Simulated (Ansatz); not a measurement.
Partial pair distribution functions of a relaxed model of amorphous Nb16O41H2, broadened by 0.06 Å; density 4.22 g/cm³. Calculation: PBE, scalar-relativistic without spin-orbit coupling (plane waves to 420 eV, PAW; Ansatz, a program for electronic structure).

A CHGNet melt-quench gave the starting glass, which DFT then relaxed. O atoms were pushed apart under 1.9 Å during the dynamics, to hinder bonds among them. The hot cell started wider than the set density and was brought back towards it in steps. It is the lowest in DFT energy of 2 quenches. It is a model cell: composition and starting density were chosen by hand, and all elements were melted together. No dispersion term was used. Its density started from a set value of 4.22 and ended at 4.22 g/cm³. The quench (nominally 440 K/ps over its main leg) was far faster than any real one, so the model tends to hold more defects than a real film. One small periodic cell is one sample of the glass; other quenches scatter about these values. The volume was held where the preparation left it, at a PBE pressure of 1.6 GPa. Stress components on the final sampling reach 3.1 GPa. On a 2×2×2 Γ-centred mesh force components of up to 0.12 eV/Å stay, since the relaxation ran on the zone centre alone.

| r (Å) | g Nb-O | g O-H | g Nb-Nb | g O-O |
|---|---|---|---|---|
| 0.75 | 0.00 | 0.00 | 0.00 | 0.00 |
| 0.85 | 0.00 | 0.52 | 0.00 | 0.00 |
| 0.95 | 0.00 | 6.99 | 0.00 | 0.00 |
| 1.05 | 0.00 | 7.88 | 0.00 | 0.00 |
| 1.15 | 0.00 | 0.76 | 0.00 | 0.00 |
| 1.25 | 0.00 | 0.16 | 0.00 | 0.00 |
| 1.35 | 0.00 | 2.10 | 0.00 | 0.00 |
| 1.45 | 0.00 | 1.84 | 0.00 | 0.00 |
| 1.55 | 0.00 | 0.40 | 0.00 | 0.00 |
| 1.65 | 0.16 | 1.89 | 0.00 | 0.00 |
| 1.75 | 2.12 | 0.74 | 0.00 | 0.00 |
| 1.85 | 6.24 | 0.02 | 0.00 | 0.00 |
| 1.95 | 6.69 | 0.00 | 0.00 | 0.00 |
| 2.05 | 3.70 | 0.00 | 0.00 | 0.00 |
| 2.15 | 1.86 | 0.00 | 0.00 | 0.00 |
| 2.25 | 1.17 | 0.06 | 0.00 | 0.01 |
| 2.35 | 0.73 | 0.75 | 0.00 | 0.29 |
| 2.45 | 0.31 | 0.59 | 0.00 | 1.02 |
| 2.55 | 0.17 | 0.07 | 0.00 | 1.32 |
| 2.65 | 0.17 | 0.56 | 0.00 | 2.28 |
| 2.75 | 0.03 | 0.92 | 0.00 | 3.25 |
| 2.85 | 0.10 | 2.30 | 0.01 | 2.59 |
| 2.95 | 0.23 | 1.79 | 0.23 | 2.05 |
| 3.05 | 0.20 | 1.79 | 0.75 | 1.81 |
| 3.15 | 0.32 | 1.45 | 0.68 | 1.40 |
| 3.25 | 0.32 | 1.09 | 1.81 | 0.93 |
| 3.35 | 0.47 | 0.68 | 2.21 | 0.68 |
| 3.45 | 0.71 | 1.80 | 1.59 | 0.67 |
| 3.55 | 0.62 | 2.17 | 1.67 | 0.55 |
| 3.65 | 0.78 | 2.15 | 2.44 | 0.59 |
| 3.75 | 0.92 | 1.97 | 2.74 | 0.61 |
| 3.85 | 1.05 | 0.55 | 2.14 | 0.90 |
| 3.95 | 1.27 | 0.87 | 0.94 | 0.84 |
| 4.05 | 1.29 | 1.18 | 0.85 | 0.88 |
| 4.15 | 1.26 | 0.68 | 0.73 | 0.81 |
| 4.25 | 1.44 | 0.21 | 0.77 | 0.83 |
| 4.35 | 1.37 | 0.36 | 0.61 | 0.76 |
| 4.45 | 1.32 | 0.54 | 0.84 | 0.79 |
| 4.55 | 1.46 | 0.80 | 0.30 | 0.70 |
| 4.65 | 1.29 | 0.60 | 0.41 | 0.75 |
| 4.75 | 1.42 | 0.41 | 0.66 | 0.93 |

Within 2.66 Å each Nb has 5.62 O neighbours on average.
